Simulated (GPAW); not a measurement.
A self-consistent single point of CaMg7 (P-6m2, 8 atoms in the cell) with GPAW.

Level of theory: LDA (Perdew-Wang 92), GPAW PAW datasets LDA (gpaw-data 1.0.1) (plane waves; GPAW).

```yaml
crystal:
  lattice:
    - [6.78999, 0.00000, 0.00000]
    - [-3.39500, 5.88030, 0.00000]
    - [0.00000, 0.00000, 5.37007]
  atoms:
    - { symbol: Ca, position: [0.00000, 0.00000, 0.50000] }
    - { symbol: Mg, position: [0.00463, 0.50231, 0.50000] }
    - { symbol: Mg, position: [0.49768, 0.99537, 0.50000] }
    - { symbol: Mg, position: [0.49768, 0.50231, 0.50000] }
    - { symbol: Mg, position: [0.17020, 0.34040, 0.00000] }
    - { symbol: Mg, position: [0.17020, 0.82980, 0.00000] }
    - { symbol: Mg, position: [0.65960, 0.82980, 0.00000] }
    - { symbol: Mg, position: [0.66667, 0.33333, 0.00000] }
```

Reference input (self-consistent single point, DFT PBEsol, plane waves, GPAW PAW datasets PBEsol (made by gpaw-setup)): mode = pw; ecut = 850 eV; xc = PBEsol; kpts = 4 4 5; mesh shift (steps) = 0 0 0; occupations.name = fermi-dirac; occupations.width = 0.1 eV; nbands = -16; convergence.forces = 0.001 eV/Å; symmetry.symmorphic = false; symmetry.tolerance = 0.0005; maxiter = 150. This run's input differs from it in these lines:

```diff
@@ -19,3 +19,3 @@
 calc = GPAW(mode=PW(850),
-            xc='PBEsol',
+            xc='LDA',
             kpts={'size': (4, 4, 5), 'gamma': True},
```

Its files differ too (potentials: GPAW PAW datasets LDA (gpaw-data 1.0.1)).

Output, abridged:

```
     iter     time        total  log10-change:
                         energy   eigst   dens  force
iter:   1 --:--:--   -15.048199
iter:   2 --:--:--   -15.448477   -0.41  -1.55
iter:   3 --:--:--   -15.510840   -1.09  -1.58
iter:   4 --:--:--   -15.433385   -2.00  -1.61
iter:   5 --:--:--   -15.569558   -2.36  -1.82
iter:   6 --:--:--   -15.430004   -2.73  -1.87
iter:   7 --:--:--   -15.429048   -3.49  -2.45
iter:   8 --:--:--   -15.420170c  -4.09  -2.65
iter:   9 --:--:--   -15.415176c  -4.46  -2.65
iter:  10 --:--:--   -15.414452c  -5.20  -3.15
iter:  11 --:--:--   -15.414312c  -5.41  -3.36
iter:  12 --:--:--   -15.414331c  -6.37  -3.58
iter:  13 --:--:--   -15.414310c  -6.98  -3.67
iter:  14 --:--:--   -15.414291c  -6.26  -3.70
iter:  15 --:--:--   -15.414291c  -7.55c -3.96
iter:  16 --:--:--   -15.414280c  -7.10  -4.01c
iter:  17 --:--:--   -15.414279c  -8.23c -4.40c
iter:  18 --:--:--   -15.414281c  -7.70c -4.46c -2.39
iter:  19 --:--:--   -15.414282c  -8.97c -4.93c -3.35c
Converged after 19 iterations.

Dipole moment: (-7.014758, 4.049983, -0.000000) |e|*Ang

Energy contributions relative to reference atoms: (reference = -56457.022971)

Kinetic:        -25.376560
Potential:      +33.049456
External:        +0.000000
XC:             -21.925342
Entropy (-ST):   -0.118035
Local:           -1.102818
SIC:             +0.000000
--------------------------
Free energy:    -15.473300
Extrapolated:   -15.414282

Showing only first 2 kpts
 Kpt  Band  Eigenvalues  Occupancy
  0    38      1.29136    2.00000
  0    39      1.82060    1.99996
  0    40      2.25581    1.99660
  0    41      4.26223    0.00000

  1    38      1.44123    2.00000
  1    39      1.67020    1.99999
  1    40      3.59452    0.00180
  1    41      3.59453    0.00180

Fermi level: 2.89326

No gap
   [... lines left out ...]
  2 Mg    0.00000   -0.03082    0.00000
  3 Mg   -0.02669    0.01541    0.00000
  4 Mg   -0.00000    0.09669    0.00000
  5 Mg    0.08373   -0.04834    0.00000
  6 Mg   -0.08373   -0.04834    0.00000
  7 Mg    0.00000    0.00000    0.00000

Stress tensor:
     0.021699     0.000000     0.000000
     0.000000     0.021699     0.000000
     0.000000     0.000000     0.022147
Stress (GPa, Voigt): [3.4766 3.4766 3.5484 0.     0.     0.    ]
```

The run converged in 19 iterations. GPAW prints stress with tension positive. Against the reference run the pressure goes from -2.42 to -3.50 GPa and the largest force goes from 0.103 to 0.097 eV/Å.

The starting cell comes from a database of computed structures (which also holds hypothetical and non-ambient phases and stackings), without a prior relaxation at this level. Its lattice was rescaled by a random factor within 2.5 % of one. With a pressure of about -4 GPa the cell is away from its equilibrium volume at this level.

Cost on one core of a shared machine: roughly 2 min.
